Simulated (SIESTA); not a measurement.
SIESTA run on YPO4 (I4_1/amd, 12 atoms in the cell): self-consistent single point.

Level of theory: SIESTA 5.4.2 with LDA PW92, numerical atomic orbitals DZP, PseudoDojo LDA standard norm-conserving potentials (rewritten from UPF to PSML).

```yaml
crystal:
  lattice:
    - [-3.44735, 3.44735, 3.01380]
    - [3.44735, -3.44735, 3.01380]
    - [3.44735, 3.44735, -3.01380]
  atoms:
    - { symbol: Y, position: [0.75000, 0.25000, 0.50000] }
    - { symbol: Y, position: [0.00000, 0.00000, 0.00000] }
    - { symbol: P, position: [0.50000, 0.50000, 0.00000] }
    - { symbol: P, position: [0.25000, 0.75000, 0.50000] }
    - { symbol: O, position: [0.16610, 0.34080, 0.82530] }
    - { symbol: O, position: [0.09080, 0.76550, 0.67470] }
    - { symbol: O, position: [0.51550, 0.34080, 0.17470] }
    - { symbol: O, position: [0.09080, 0.41610, 0.32530] }
    - { symbol: O, position: [0.58390, 0.90920, 0.67470] }
    - { symbol: O, position: [0.65920, 0.83390, 0.17470] }
    - { symbol: O, position: [0.23450, 0.90920, 0.32530] }
    - { symbol: O, position: [0.65920, 0.48450, 0.82530] }
```

Reference input (self-consistent single point, DFT, LDA PW92, numerical atomic orbitals DZP, PseudoDojo LDA standard norm-conserving potentials (rewritten from UPF to PSML)): XC.functional = LDA; XC.authors = PW92; potentials = PseudoDojo LDA standard; PAO.BasisSize = DZP; PAO.EnergyShift = 0.01 Ry; MeshCutoff = 350 Ry; kgrid.MonkhorstPack = 5 5 5; OccupationFunction = MP; OccupationMPOrder = 1; ElectronicTemperature = 136 meV; MaxSCFIterations = 150; SCF.Mixer.Method = Pulay. This run's input differs from it in these lines:

```diff
@@ -37,3 +37,3 @@
 PAO.EnergyShift              0.01 Ry
-MeshCutoff                   350 Ry
+MeshCutoff                   150 Ry
 %block kgrid.MonkhorstPack
```

Log, with long lists cut:

```
        iscf     Eharris(eV)        E_KS(eV)     FreeEng(eV)     dDmax    Ef(eV) dHmax(eV)
   scf:    1    -6172.979960    -6200.973265    -6200.973265  1.704613 -4.480238  5.494948
   scf:    2    -6214.723392    -6209.150975    -6209.150975  0.069226 -5.403484  2.137899
   scf:    3    -6210.628670    -6210.228204    -6210.228204  0.048471 -6.124610  0.726055
   scf:    4    -6210.283511    -6210.262187    -6210.262187  0.031281 -6.535972  0.128689
   scf:    5    -6210.268337    -6210.265819    -6210.265819  0.002488 -6.576546  0.049438
   scf:    6    -6210.265772    -6210.266201    -6210.266201  0.002906 -6.619054  0.033032
   scf:    7    -6210.266371    -6210.266436    -6210.266436  0.001304 -6.598768  0.011042
   scf:    8    -6210.266484    -6210.266465    -6210.266465  0.000238 -6.602026  0.004345
   scf:    9    -6210.266469    -6210.266468    -6210.266468  0.000118 -6.603878  0.000163
   scf:   10    -6210.266468    -6210.266468    -6210.266468  0.000004 -6.603927  0.000063
SCF Convergence by DM+H criterion
max |DM_out - DM_in|         :     0.0000044455
max |H_out - H_in|      (eV) :     0.0000625060
SCF cycle converged after 10 iterations

Using DM_out to compute the final energy and forces

siesta: E_KS(eV) =            -6210.2665

siesta: E_KS - E_eggbox =     -6210.2665

siesta: Atomic forces (eV/Ang):
     1   -0.000000    0.000000    0.000000
     2    0.000000   -0.000000    0.000000
     3   -0.000000    0.000000    0.000000
     4    0.000000   -0.000000   -0.000000
     5    0.000000   -0.571766   -0.644877
     6    0.571766    0.000000   -0.644877
     7    0.000000    0.571766   -0.644877
     8   -0.571766    0.000000   -0.644877
     9   -0.000000    0.571766    0.644877
    10    0.571766   -0.000000    0.644877
    11   -0.000000   -0.571766    0.644877
   [... lines left out ...]
siesta: FreeEng =     -6210.266468
   [... lines left out ...]
siesta:     0.026649    0.000000    0.000000
siesta:     0.000000    0.026649    0.000000
siesta:     0.000000    0.000000    0.023440

siesta: Cell volume =        143.266673 Ang**3

siesta: Pressure (static):
siesta:                Solid            Molecule  Units
siesta:          -0.00027859         -0.00044376  Ry/Bohr**3
siesta:          -0.02557922         -0.04074432  eV/Ang**3
siesta:         -40.98242621        -65.27959678  kBar
```

The run converged in 10 iterations. Against the reference run the free energy stays essentially unchanged (within 1 meV/atom), the pressure hardly changes (-4.00 to -4.10 GPa), the largest force goes from 0.878 to 0.862 eV/Å and the gap on the mesh moves little (5.510 to 5.509 eV).

The starting cell comes from a database of published, mostly measured structures (it also holds non-ambient and calculated ones), without a prior relaxation at this level. Values carry the incompleteness of an atom-centred basis.

Cost on one core of a shared machine: roughly 50 s.
